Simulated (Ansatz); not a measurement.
Start from WP₂ (space group Cmc2_1, No. 36).

```yaml
crystal:
  lattice:
    - [1.57438, -5.56815, 0.00000]
    - [1.57438, 5.56815, 0.00000]
    - [0.00000, 0.00000, 4.95319]
  atoms:
    - { symbol: P, position: [0.07010, 0.92990, 0.38279] }
    - { symbol: P, position: [0.92990, 0.07010, 0.88279] }
    - { symbol: P, position: [0.79695, 0.20305, 0.20057] }
    - { symbol: P, position: [0.20305, 0.79695, 0.70057] }
    - { symbol: W, position: [0.40678, 0.59322, 0.49964] }
    - { symbol: W, position: [0.59322, 0.40678, 0.99964] }
```

Cartesian axes are those of the cell as printed.

All numbers come from plane-wave PAW DFT at the PBEsol level (Ansatz, an electronic-structure program, 420 eV), spin-orbit coupling left out.

For the base:

```
Property           Result
---------------  --------
Pressure          0.0 GPa
Volume per atom  14.47 Å³
Band gap             zero
```

The change: compressive biaxial strain of 1.15 % in the plane normal to [001], as in epitaxy on a mismatched substrate; the out-of-plane cell vector and the atoms relax.

Q: Estimate the effect on the pressure, volume per atom and band gap.

A: The pressure (mean of the normal stresses, compression positive) goes from zero to 3.3 GPa; the volume per atom falls by 0.208 Å³ (14.47 Å³ → 14.27 Å³); the band gap is still zero.

Without a gap, meshes like the base's 15×15×10 leave anisotropic stresses uncertain by several tenths of a GPa, and small strain energies with them. Spin-orbit coupling, missing from the scalar runs, can matter with W. Stability against distortions was not tested. All final runs are without spin polarisation. The zero or small gap of WP2 can change with the level of theory.
